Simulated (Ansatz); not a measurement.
Ti on the Si site (Ti_Si) in silicon (start: the Si site; 64-site cell, 2×2×2 shifted sampling), impurity bounded by its compound with the host (Δμ(Si) = 0.00 eV, Δμ(Ti) = -1.70 eV, bounded by TiSi2 (Cmcm); only phases computed here count, gases as isolated molecules at 0 K). Level of theory: PBE, PAW (plane waves to 420 eV; Ansatz, an electronic-structure program). In charge state 0 (not spin-polarised) the formation energy is 3.87 eV. The crystal has 4.89 × 10^22 Si sites per cm³.

Problem. Estimate the equilibrium concentration at 1300 K in the dilute limit, leaving out vibrational entropy and degeneracy.

Solution. kT = 0.1120 eV; c = N exp(−E_f / kT) = 4.89 × 10^22 × exp(−34.5) ≈ 5 × 10^7 cm^-3. An error of 0.2 eV in E_f moves this by a factor of 6.
